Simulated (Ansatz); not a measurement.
The parent structure is CdTe in the zinc blende structure (space group F-43m, No. 216).

```
CdTe
1.0
    0.00000     3.27889     3.27889
    3.27889     0.00000     3.27889
    3.27889     3.27889     0.00000
Cd Te
1 1
Direct
  0.00000   0.00000   0.00000
  0.25000   0.25000   0.25000
```

Computed with Ansatz (an electronic-structure program), r2SCAN, PAW, cutoff 500 eV, scalar-relativistic without spin-orbit coupling.

Base values:

| Item | Value |
|---|---|
| Valley order | Γ 1.17 eV; L along ⟨111⟩ 2.20 eV |

Modification: the cell is scaled by 1.0300 in all directions; the atoms relax in the strained cell.

### Question
Predict the new mean gap deformation potential ΔEg/Δln V.

### Answer
The mean gap deformation potential ΔEg/Δln V comes out as -3.1 eV.

### Question
What does the calculation give for the valley order after the change?

### Answer
The valley order (the lowest conduction-band minima on the path, energy above the VBM, named in the base's zone) changes from Γ 1.17 eV; L along ⟨111⟩ 2.20 eV to Γ 0.89 eV; L along ⟨111⟩ 2.09 eV.

Spin-orbit coupling, missing from the scalar runs, can matter with Te. No phonon test of stability was made.
